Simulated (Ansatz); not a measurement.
## Ga2O3: band gap against strain

Ga2O3 (corundum, R-3c, 10.060 Å³/atom and stress up to 0.01 GPa in the relaxed cell, c along z) under an equal strain ε in the (0001) plane with the normal axis free, as in a coherent film. PBE in Ansatz, a plane-wave DFT program (PAW, default set), 420 eV, 8×8×8 Γ-centred mesh, Fermi-Dirac smearing 0.05 eV; ions are relaxed, or left where forces stay under 0.02 eV/Å, within the symmetry of each cell. Gaps are the smallest over the k-mesh and a band path, without spin-orbit coupling; in all rows the valence edge lies at about 0.4 Å⁻¹ from Γ and the conduction edge at Γ.

Here s stands for strain and Eg for gap.

| strain (%) | gap (eV) |
|---|---|
| -3.00 | ? |
| -2.25 | 2.70 |
| -1.50 | 2.61 |
| -0.75 | 2.51 |
| 0.00 | 2.40 |

The 4 complete rows are fitted with a straight line, Eg against s. Means: s -1.1250, Eg 2.555. About the means, the sum of products is -0.37500 and the sum of squares of s is 2.8125; the slope is their ratio. Least squares gives Eg = 2.405 - 0.1333·s. Residuals (row less fit): -0.005, 0.005, 0.005, -0.005; standard error 0.007 (degrees of freedom: 2). Over these rows the gap moves by -13.3 ± 0.4 eV per unit strain.

Predict the withheld Eg at s = -3.00 from the fit, and compare with the calculation.

Eg = 2.405 - 0.1333 × (-3.00) = 2.805 eV. The calculation gives 2.77 eV, 0.035 eV below the prediction (9.5 % of the range of Eg in the table). The row lies outside the fitted rows, so this is an extrapolation. From the scatter of the fitted rows alone, a prediction at this place has a standard error of 0.011 eV, so the miss is 3.2 times that.

Ga2O3 is here the metastable α form; monoclinic β is stable. Rows are the converged runs of the series near zero and its far end; series whose fitted rows scatter by over a few per cent of the range, as at a crossing or softening among them, aren't shown in this form, nor equations of state whose B0' disagrees with the runs' pressures. Most that stay on the fit to the last digits aren't either.
